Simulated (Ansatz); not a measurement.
The starting structures come from a database of crystals and need not be the phases stable at ambient conditions.

By PBEsol, the system below comes out a metal.

Data:

```
CELL_PARAMETERS angstrom
      4.64992     0.00000     0.00000
      0.00000     4.64992     0.00000
      2.32496    -2.32496     3.28799
ATOMIC_POSITIONS crystal
  In 0.25000 0.25000 0.50000
  In 0.75000 0.75000 0.50000
  Au 0.00000 0.00000 0.00000
```

Space group of this cell: Fm-3m. The cell is taken as given; by PBEsol its mean pressure is -1.1 GPa.

The current runs along the normal of the first two printed vectors, the (001) plane. All runs by Ansatz (a first-principles code), plane waves and PAW, without spin-orbit coupling; the base is PBEsol.

```json
[
 {"run": "base", "mean pressure (GPa)": "-1.1", "G/A, both spins (10¹⁵ S/m²)": "0.65"},
 {"run": "all lengths scaled by 0.98", "mean pressure (GPa)": "3.4", "G/A, both spins (10¹⁵ S/m²)": "___"},
 {"run": "all lengths scaled by 1.02", "mean pressure (GPa)": "-4.2", "G/A, both spins (10¹⁵ S/m²)": "0.62"},
 {"run": "lengths across the current scaled by 0.98, ions clamped", "mean pressure (GPa)": "1.7", "G/A, both spins (10¹⁵ S/m²)": "0.70"},
 {"run": "lengths across the current scaled by 1.02, ions clamped", "mean pressure (GPa)": "-3.3", "G/A, both spins (10¹⁵ S/m²)": "___"},
 {"run": "lengths along the current scaled by 0.97, ions clamped", "mean pressure (GPa)": "1.0", "G/A, both spins (10¹⁵ S/m²)": "0.65"},
 {"run": "lengths along the current scaled by 1.03, ions clamped", "mean pressure (GPa)": "-2.7", "G/A, both spins (10¹⁵ S/m²)": "0.65"}
]
```

Task: Complete the blanks.

Result: 
- all lengths scaled by 0.98, G/A, both spins (10¹⁵ S/m²): 0.69
- lengths across the current scaled by 1.02, ions clamped, G/A, both spins (10¹⁵ S/m²): 0.61
